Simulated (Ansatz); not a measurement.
# A computed series for Al: response to strain

The reference is Al in the fcc (Cu type) structure (space group Fm-3m, No. 225; relaxed with 0.1 eV smearing).

```
CELL_PARAMETERS angstrom
      0.00000     1.99618     1.99618
      1.99618     0.00000     1.99618
      1.99618     1.99618     0.00000
ATOMIC_POSITIONS crystal
  Al 0.00000 0.00000 0.00000
```

Cartesian axes are those of the cell as printed.

Strains are applied to the cell and any free atomic positions relax; under biaxial strain the out-of-plane vector relaxes too.

Calculations: Ansatz (a first-principles code) r2SCAN, without spin-orbit coupling, earlier PAW set.

Notes on the quantities. energy relative to the base: free energy F; pressure: mean of the normal stresses, compression positive.

```json
[
 {"case": "base", "energy relative to the base": "0 meV/atom", "shortest interatomic distance": "282.3 pm", "pressure": "0.0 GPa"},
 {"case": "biaxial strain −4.97 %, plane normal [111], relaxed out of plane", "energy relative to the base": "+52 meV/atom", "shortest interatomic distance": "268.3 pm", "pressure": "8.2 GPa"},
 {"case": "biaxial strain −3.83 %, plane normal [111], relaxed out of plane", "energy relative to the base": "+29 meV/atom", "shortest interatomic distance": "271.5 pm", "pressure": "5.8 GPa"},
 {"case": "uniaxial strain ε_xx = +5.77 %", "energy relative to the base": "…", "shortest interatomic distance": "282.3 pm", "pressure": "…"},
 {"case": "uniaxial strain ε_zz = +3.91 %", "energy relative to the base": "+9.3 meV/atom", "shortest interatomic distance": "282.3 pm", "pressure": "-3.1 GPa"},
 {"case": "tensor shear ε_yz = −1.43 %", "energy relative to the base": "+1.7 meV/atom", "shortest interatomic distance": "278.3 pm", "pressure": "0.1 GPa"}
]
```

Problem. What belongs in the blanks?

Solution. 
- uniaxial strain ε_xx = +5.77 %, energy relative to the base: +20 meV/atom
- uniaxial strain ε_xx = +5.77 %, pressure: -4.3 GPa

No phonon test of stability was made.
